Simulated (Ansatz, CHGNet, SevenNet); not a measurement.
# Ge2Sb2Te5 (P-3m1, No. 164, 9 atoms in the cell; start mp-3534): properties by level of theory

| level (code) | lattice parameter a (Å) | lattice parameter c (Å) |
|---|---|---|
| CHGNet 0.3.0 | 4.310 | 17.924 |
| CHGNet-r²SCAN | 4.302 | 17.852 |
| SevenNet-l3i5 | 4.284 | 17.542 |
| LDA (Ansatz) | 4.177 | 16.885 |
| PBE (Ansatz) | 4.265 | 18.049 |
| PBEsol (Ansatz) | 4.202 | 17.103 |

Caveats: the relaxation could not lower the start's symmetry, so the cell can be a saddle point above a distorted one (CHGNet 0.3.0, CHGNet-r²SCAN, SevenNet-l3i5, LDA, PBE, PBEsol). Ansatz's density-functional and Hartree–Fock values are scalar-relativistic unless marked +SOC, with PAW data made under PBE.

The computed numbers hold no vibrational or temperature effects.

A start named mp-… is a Materials Project structure, which need not be a measured phase.

Ansatz is an electronic-structure program.
